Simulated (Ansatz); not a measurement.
Given:

End structure of Sn on the 1x1 (111) surface of fcc Pt, one in a 2x2 cell, started at the site 'bridge Pt-Pt (span 2.8 Å)':

```yaml
crystal:
  lattice:
    - [5.61443, 0.00000, 0.00000]
    - [-2.80721, 4.86224, 0.00000]
    - [0.00000, 0.00000, 26.00000]
  atoms:
    - { symbol: Pt, position: [0.16667, 0.33333, 0.36788] }
    - { symbol: Pt, position: [0.16667, 0.83333, 0.36788] }
    - { symbol: Pt, position: [0.66667, 0.33333, 0.36788] }
    - { symbol: Pt, position: [0.66667, 0.83333, 0.36788] }
    - { symbol: Pt, position: [0.33333, 0.16667, 0.45641] }
    - { symbol: Pt, position: [0.33333, 0.66667, 0.45641] }
    - { symbol: Pt, position: [0.83333, 0.16667, 0.45641] }
    - { symbol: Pt, position: [0.83333, 0.66667, 0.45641] }
    - { symbol: Pt, position: [0.00052, 0.00026, 0.54472] }
    - { symbol: Pt, position: [0.00091, 0.50045, 0.54430] }
    - { symbol: Pt, position: [0.50033, 0.99993, 0.54429] }
    - { symbol: Pt, position: [0.50033, 0.50040, 0.54429] }
    - { symbol: Pt, position: [0.17085, 0.34066, 0.63518] }
    - { symbol: Pt, position: [0.17085, 0.83020, 0.63518] }
    - { symbol: Pt, position: [0.66746, 0.33373, 0.63244] }
    - { symbol: Pt, position: [0.66037, 0.83019, 0.63512] }
    - { symbol: Sn, position: [0.00034, 0.00017, 0.71555] }
```

Set-up: 17 atoms, 6.9 Å thick at the start under the adsorbate (thin: gaps and levels are the slab's own); mesh 6x6x1; 0.1 eV smearing; dipole correction on; 8 atoms held, the rest relaxed; start symmetry kept, larger cells not searched; no spin, no spin-orbit, no U, no dispersion correction. At the end it is bonded to 3 Pt. In PBE it is, or lies within 0.03 eV of, the lowest of the starts that converged.

A negative adsorption energy means that the adsorbate is more stable on the surface than in its reference.

**Question.** What is the computed adsorption energy against an atom of beta tin (PBE (Ansatz, a quantum-chemistry and plane-wave program))?

**Answer.** -1.70 eV

**Question.** Predict the change of the work function from PBE.

**Answer.** -1.39 eV

**Question.** What work function of the top face does PBE give?

**Answer.** 4.29 eV

**Question.** Give the change of the step from the bottom to the top vacuum level, against the clean slab at the level PBE.

**Answer.** -1.38 eV
